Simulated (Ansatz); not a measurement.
Partial pair distribution functions of a relaxed model of amorphous Ti$_{20}$O$_{43}$Ga$_{2}$, broadened by 0.06 Å; density 3.52 g/cm³. All values below come from PBE, scalar-relativistic without spin-orbit coupling (plane waves to 420 eV, PAW; Ansatz, an electronic-structure program).

Preparation: random packing, a CHGNet melt and quench, and a DFT relaxation. O atoms were pushed apart under 1.9 Å during the dynamics, to hinder bonds among them. The hot cell started wider than the set density and was brought back towards it in steps. It is the lowest in DFT energy of 2 quenches. It is a model cell: composition and starting density were chosen by hand, and all elements were melted together. No dispersion term was used. Its density started from a set value of 3.72 and ended at 3.52 g/cm³. Cooling (nominally 360 K/ps over its main leg) ran many orders faster than in experiment, which tends to leave more defects and strain. Values belong to this one cell and scatter from quench to quench. Volume and shape were free in the relaxation.

| r (Å) | g Ti-O | g O-Ga | g Ti-Ti | g O-O |
|---|---|---|---|---|
| 1.55 | 0.01 | 0.00 | 0.00 | 0.00 |
| 1.65 | 0.47 | 0.01 | 0.00 | 0.00 |
| 1.75 | 3.54 | 0.96 | 0.00 | 0.00 |
| 1.85 | 6.43 | 7.69 | 0.00 | 0.00 |
| 1.95 | 5.50 | 6.75 | 0.00 | 0.00 |
| 2.05 | 2.73 | 1.58 | 0.00 | 0.00 |
| 2.15 | 1.60 | 0.63 | 0.00 | 0.00 |
| 2.25 | 1.12 | 0.96 | 0.00 | 0.01 |
| 2.35 | 0.25 | 0.12 | 0.00 | 0.17 |
| 2.45 | 0.01 | 0.00 | 0.00 | 0.64 |
| 2.55 | 0.00 | 0.00 | 0.00 | 1.39 |
| 2.65 | 0.00 | 0.00 | 0.00 | 2.56 |
| 2.75 | 0.03 | 0.00 | 0.01 | 3.31 |
| 2.85 | 0.17 | 0.11 | 0.27 | 2.90 |
| 2.95 | 0.18 | 0.59 | 0.96 | 2.09 |
| 3.05 | 0.30 | 0.40 | 1.17 | 1.46 |
| 3.15 | 0.36 | 0.78 | 1.51 | 1.07 |
| 3.25 | 0.34 | 0.57 | 1.81 | 0.85 |
| 3.35 | 0.70 | 1.03 | 3.28 | 0.89 |
| 3.45 | 0.87 | 1.73 | 3.75 | 0.88 |
| 3.55 | 1.07 | 1.69 | 2.60 | 0.66 |
| 3.65 | 1.04 | 1.06 | 1.57 | 0.71 |
| 3.75 | 1.19 | 1.10 | 1.23 | 0.92 |
| 3.85 | 1.33 | 0.64 | 1.38 | 0.93 |
| 3.95 | 1.40 | 0.57 | 0.39 | 0.87 |
| 4.05 | 1.27 | 0.93 | 0.16 | 0.71 |
| 4.15 | 1.22 | 1.23 | 0.33 | 0.63 |
| 4.25 | 1.33 | 1.42 | 0.62 | 0.51 |
| 4.35 | 1.58 | 1.65 | 0.43 | 0.42 |
| 4.45 | 1.66 | 1.75 | 0.44 | 0.69 |
| 4.55 | 1.41 | 1.55 | 0.47 | 0.76 |
| 4.65 | 1.20 | 0.85 | 0.75 | 0.84 |

Within 2.44 Å each Ti has 5.20 O neighbours on average.
